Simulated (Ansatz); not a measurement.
Troubleshooting Ansatz (a program for electronic structure): a failed run on CaSi2 (P6/mmm, 3 atoms in the cell). The aim is a self-consistent single point with DFT, PBEsol, plane waves, default PAW files made with PBE.

Cell that was meant: a = 4.1034 Å, b = 4.1034 Å, c = 4.4430 Å, α = 90.00°, β = 90.00°, γ = 120.00°.

Part of the input:

Ansatz 0.2 input:
```yaml
  pseudopotentials: { kind: paw }
scf:
  occupations: { method: methfessel_paxton, width: 0.2 eV }
  max_iter: 4
output:
  forces: true
  eigenvalues: true
```

Output (repeated stretches shortened):

```
SCF iter   1: F=—  HF=-3037.853708 eV  |F-HF|=—  |Δ(HF+E_count)|=         —  Δρ=3.42e-3  dr2=2.42e-2  ethr=1.77e-3  ⟨swp⟩=6.5  Hψ=1281  notcnv=0
all-band conjugate gradients solve this SCF's bands
preconditioner: auto → none
SCF iter   2: F=—  HF=-3037.849337 eV  |F-HF|=—  |Δ(HF+E_count)|=   4.37e-3  S|Δr|=    0.00e0  Δρ=2.10e-3  dr2=9.37e-3  ethr=1.34e-4  ⟨swp⟩=3.8  Hψ=1419  notcnv=0
SCF iter   3: F=—  HF=-3037.846652 eV  |F-HF|=—  |Δ(HF+E_count)|=   2.69e-3  S|Δr|=    0.00e0  Δρ=2.07e-4  dr2=3.77e-5  ethr=5.20e-5  ⟨swp⟩=4.1  Hψ=1289  notcnv=0
SCF iter   4: F=—  HF=-3037.846661 eV  |F-HF|=—  |Δ(HF+E_count)|=   8.58e-6  S|Δr|=    0.00e0  Δρ=1.32e-4  dr2=2.04e-5  ethr=2.09e-7  ⟨swp⟩=2.9  Hψ=887  notcnv=0
Error: did not converge after 4 iterations: dr2 = 2.04e-5 (threshold 1.00e-7), under the density mixer `msr1`, which `scf.mixing.algorithm: auto` chose by the deck's other keys (type `scf.mixing.algorithm: msr1` to keep it); raise `scf.max_iter`, which need not help a stalled SCF, or adjust the mixing (`scf.mixing`) or, under a smearing, its width (`scf.occupations.width`, in either direction: another width is another result); this SCF holds its density and magnetisation to the symmetry operations that it keeps, and cannot end on a state that breaks one of them: if the state sought breaks one, re-run with `crystal.symmetry.detect: false`, without `crystal.symmetry.time_reversal: [...]
```

Diagnose the run.

The fault is an iteration limit that is too low. The loop is cut before its threshold is met, so whatever is printed at the end is not self-consistent. To fix it, raise the limit, or leave it to the default. The run ended unconverged after 4 iterations.

An input that runs soundly differs in these lines (not the only fix; some lines may just follow from the change or write a value another way):
```diff
-  max_iter: 4
```

With that input, the run converged in 6 iterations: free energy E − TS (on the zero of these files) -3037.8467 eV; Fermi level (on the code's own zero) 7.56 eV; pressure -3.44 GPa (DFT, PBEsol, plane waves, default PAW files made with PBE).

On the sound input: the starting cell was generated: these elements placed on a structure prototype, without a prior relaxation; it need not be a known phase or ordering of this composition. With a pressure of about -3 GPa the cell is away from its equilibrium volume at this level. Ansatz's pressure includes its estimate of the finite-basis (Pulay) stress. Without a gap this mesh is coarse (it stands for a supercell whose shortest vector is 18 Å).
